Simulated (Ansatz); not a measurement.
Troubleshooting Ansatz (a program for electronic structure): a failed run on InFeNi (P6_3/mmc, 6 atoms in the cell). The aim is a self-consistent single point with DFT, PBEsol, plane waves, default PAW files made with PBE.

Cell that was meant: a = 4.3753 Å, b = 4.3753 Å, c = 5.2677 Å, α = 90.00°, β = 90.00°, γ = 120.00°.

Part of the input:

Ansatz 0.2 input:
```yaml
magnetization:
  spin_polarized: true
scf:
  self_checks: low
output:
  forces: true
  eigenvalues: true
```

Log, with long lists cut:

```
Error: YAML parse error: `scf.occupations.method` is required: fixed only where the cell keeps a band gap throughout the run, explicit beside scf.occupations.values (under evaluate: without them), else a smearing such as fermi_dirac (scf.occupations.width is optional; its entry in the input reference gives the default)
```

Q: Read the log: what does the program object to, and what is the fix?

A: The fault is no occupation method given. This program has no default for the filling of the bands. To fix it, state the occupation method. The program stopped before any SCF iteration.

An input that runs soundly differs in these lines (not the only fix; some lines may just follow from the change or write a value another way):
```diff
+  occupations:
+    method: methfessel_paxton
+    width: 0.136
```

With that input, the run converged in 17 iterations: free energy E − TS (on the zero of these files) -31557.7540 eV; Fermi level (on the code's own zero) 15.62 eV; pressure -5.50 GPa; size of the cell's spin moment 6.10 μB (DFT, PBEsol, plane waves, default PAW files made with PBE).

On the sound input: the starting cell comes from a database of computed structures (which also holds hypothetical and non-ambient phases and stackings), without a prior relaxation at this level. The magnetic order is the one reached from the typed start; others were not searched systematically. With a pressure of about -6 GPa the cell is away from its equilibrium volume at this level. Ansatz's pressure includes its estimate of the finite-basis (Pulay) stress.
